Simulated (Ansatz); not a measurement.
# What pressure 2.1 GPa does to hypothetical CsCl type TiSb

The parent structure is TiSb in the CsCl type structure (space group Pm-3m, No. 221; a = 3.4050 Å; a hypothetical phase, not in the database extracts checked).

It is then changed as follows: a hydrostatic pressure of 2.1 GPa.

Method: DFT with r2SCAN, PAW potentials and a 500 eV plane-wave cutoff in Ansatz (an electronic-structure program), spin-orbit coupling left out. Settings: 14×14×14 k-points, 0.05 eV Fermi–Dirac smearing.

The volume per atom shrinks by 0.384 Å³, from 19.74 Å³ to 19.35 Å³ and the density goes up by 0.14 g/cm³, from 7.14 g/cm³ to 7.28 g/cm³. The lattice parameter a falls by 0.022 Å (3.405 Å → 3.383 Å) and the shortest interatomic distance shrinks by 0.019 Å, from 2.949 Å to 2.930 Å. The enthalpy H = E + PV relative to the base's energy comes out as +0.26 eV/atom and the band gap is still zero.

Final structure:

```yaml
crystal:
  lattice:
    - [3.38275, 0.00000, 0.00000]
    - [0.00000, 3.38275, 0.00000]
    - [0.00000, 0.00000, 3.38275]
  atoms:
    - { symbol: Ti, position: [0.00000, 0.00000, 0.00000] }
    - { symbol: Sb, position: [0.50000, 0.50000, 0.50000] }
```

Load acts through the strain it causes; cell and atoms are relaxed under it. No phonon test of stability was made. All final runs are without spin polarisation. An odd electron count without spin: TiSb. TiSb has a high density of states at the Fermi level and may be magnetic at this level.
